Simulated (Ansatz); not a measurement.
An Ansatz (a first-principles code) run: BaTiO3 with a change (uniaxial strain ε_zz = −1.20 %); LDA, PAW, 420 eV (Ansatz; no SOC).

Input:

Ansatz 0.2 input:
```yaml
crystal:
  lattice:
    - [3.934563336, 0, 0]
    - [0, 3.934563336, 0]
    - [0, 0, 3.887348576]
  atoms:
    - { symbol: Ba, position: [0, 0, 0] }
    - { symbol: Ti, position: [0.5, 0.5, 0.5] }
    - { symbol: O, position: [0.5, 0, 0.5] }
    - { symbol: O, position: [0, 0.5, 0.5] }
    - { symbol: O, position: [0.5, 0.5, 0] }
basis: { ecutwfc: 420, ecutrho_ratio: 4, xc_grid: 2, fft_grid_basis: typed }
kpoints: { mp_grid: { grid: [8, 8, 8] } }
hamiltonian:
  xc: lda
  dispersion: none
  pseudopotentials: { kind: paw }
scf: { occupations: { method: fermi_dirac, width: 0.05 }, convergence: { dr2_threshold: 0.0000000005 } }
relax: { f_tol: 0.005, max_steps: 50 }
output: { forces: true, stress: true }
checkpoint: { write: state.ck, write_every: 1000 }
```

Output (explanatory and most iteration lines left out):

```
Relaxation: its limit of steps is 50 (relax.max_steps)
Pseudopotential: Ba, paw, valence charge 10
Pseudopotential: Ti, paw, valence charge 12
Pseudopotential: O, paw, valence charge 6
Crystal: 5 atoms, lattice volume = 60.179 Å³
Basis set: ecut = 420 eV, 1205 PW (Γ), exchange–correlation on 54×54×54 points (8 copies of the dense FFT grid, shifted against one another)
Bands: 25, of which v1, the nominal top of the filled ones, is band 20 counted from 1 (19 counted from 0)
Symmetry: 16 space group operations
Space group: P4/mmm (ITA 123), of the structure as read, at distance tolerance 3.9e-5 Å
k-points: 75 of 512
Functional: x = slater, c = lda
SCF iter   1: F=—  HF=-9904.526313 eV  |F-HF|=—  |Δ(HF+E_count)|=         —  Δρ=1.84e-2  dr2=1.94e-1  ethr=1.77e-3  ⟨swp⟩=6.3  Hψ=9382  notcnv=0
SCF iter   2: F=—  HF=-9904.490527 eV  |F-HF|=—  |Δ(HF+E_count)|=   3.58e-2  Δρ=5.93e-3  dr2=2.52e-2  ethr=4.84e-4  ⟨swp⟩=2.8  Hψ=3709  notcnv=0  defer=53
SCF 1 converged in 8 iterations: F = -9904.485898 eV  dr2 = 1.09e-11
relax step   1: F+E_penalty+E_count = -9904.48589844 eV  Δ(F+E_penalty+E_count) = +0.000e0 eV  max|allowed force component| = 1.649e-29 eV/Å  Δτ_max = 0.0000 Å  (8 SCF iters, accepted)
SCF converged after 8 iterations
Free energy (F): -9904.485898 eV
Internal energy: -9904.485898 eV  (E = F + TS)
E sigma→0 (E₀):  -9904.485898 eV
Fermi energy:    11.797618 eV
--- Forces (eV/Å), atoms counted from 1 ---
  atom   1  Ba    -0.00000000    -0.00000000     0.00000000
  atom   2  Ti     0.00000000    -0.00000000     0.00000000
  atom   3  O      0.00000000     0.00000000     0.00000000
  atom   4  O      0.00000000     0.00000000     0.00000000
  atom   5  O      0.00000000     0.00000000     0.00000000
--- Stress (GPa, compression-positive) ---
        1.468096       0.000000       0.000000
        0.000000       1.468096       0.000000
        0.000000       0.000000       4.441732
  P = ⅓ Tr σ = 2.4593 GPa (24.593 kbar)
--- Relaxed structure (1 steps of the walk, 1 accepted, 0 SCFs on fresh bases) ---
  atoms:
    - { symbol: Ba, position: [0.0, 0.0, 0.0] }
    - { symbol: Ti, position: [0.5, 0.5, 0.5] }
    - { symbol: O, position: [0.5, 0.0, 0.5] }
    - { symbol: O, position: [0.0, 0.5, 0.5] }
    - { symbol: O, position: [0.5, 0.5, 0.0] }
```

Stability against distortions was not tested. All final runs are without spin polarisation. The cell was made from BaTiO3 in the cubic perovskite structure (space group Pm-3m, No. 221) by this change: uniaxial strain ε_zz = −1.20 %. Many cubic perovskites are stable only at high temperature; tilts and polar distortions were not tested. This is not the structure that BaTiO3 has at room temperature and ambient pressure.
